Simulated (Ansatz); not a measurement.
## A computed series for Ru: response to strain

Start from Ru in the hcp (Mg type) structure (space group P6_3/mmc, No. 194; a = 2.691 Å, c = 4.249 Å; relaxed with 0.1 eV smearing).

Strains are applied to the cell and any free atomic positions relax.

The values are results of PBEsol/PAW in Ansatz (a quantum-chemistry and plane-wave program), no spin-orbit coupling, not measurements.

Candidates:
(a) isotropic strain +2.50 %
(b) isotropic strain −2.00 %
(c) isotropic strain +3.00 %

Notes on the quantities. energy relative to the base: free energy F.

Order them by energy relative to the base, lowest first.

(b) isotropic strain −2.00 % (+56 meV/atom), (a) isotropic strain +2.50 % (+74 meV/atom), (c) isotropic strain +3.00 % (+104 meV/atom)

No phonon test of stability was made. All final runs are without spin polarisation.
